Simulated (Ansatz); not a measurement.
The reference is Mg₂Sn (space group Fm-3m, No. 225; a = 6.6638 Å; relaxed with 0.1 eV smearing). Axes: x, y, z lie along the cube axes.

All numbers come from plane-wave PAW DFT at the LDA level (Ansatz, a program for electronic structure, 420 eV), no spin-orbit coupling.

Base values:

The shortest interatomic distance is 288.6 pm.

Perturbation: uniaxial strain ε_zz = −2.50 %, all other strain components held at zero; the atoms relax in the strained cell.

**Question.** Estimate the effect on the energy relative to the base.

**Answer.** The energy goes up by 4.0 meV/atom.

**Question.** How does this affect the shortest interatomic distance?

**Answer.** The shortest interatomic distance falls by 2.4 pm to 286.2 pm.

**Question.** How does this affect the stress?

**Answer.** The stress (xx, yy, zz, yz, xz, xy; compression positive) amounts to (0.8, 0.8, 2.1, 0.0, 0.0, 0.0) GPa.

Stability against distortions was not tested.
